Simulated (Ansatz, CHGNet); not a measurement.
For cubic perovskite BaHfO3, the machine-learned potential CHGNet 0.3.0 (trained on PBE and PBE+U data) gives:

* **lattice parameter a**: 4.208 Å
* **elastic constant C11**: 270 GPa
* **elastic constant C44**: 64.8 GPa
* **Voigt–Reuss–Hill shear modulus**: 75.4 GPa

**Question.** What does r²SCAN (PAW; Ansatz, a program for electronic structure) give for the same quantities?

**Answer.** 
- lattice constant a: 4.177 Å (decreases by 0.7 %)
- elastic constant C11: 340 GPa (increases by 26 %)
- elastic constant C44: 99.0 GPa (grows by 53 %)
- Voigt–Reuss–Hill shear modulus: 109 GPa (increases by 45 %)

For comparison: lattice constant a 4.171 Å (measured, room temperature, no zero-point or thermal correction, our sources range from 4.171 to 4.180; as tabulated in Zhao et al. (2008), arXiv:0809.3506).

Changes are worked out from the printed values.

Unless a cell is named, each level is at its own relaxed cell (CHGNet 0.3.0 14.90, r²SCAN 14.58 Å³/atom).

Levels without +SOC leave out spin–orbit coupling, which shifts energies and cells of such heavy elements.

Ansatz's density-functional and Hartree–Fock values are scalar-relativistic unless marked +SOC, with PAW data made under PBE.
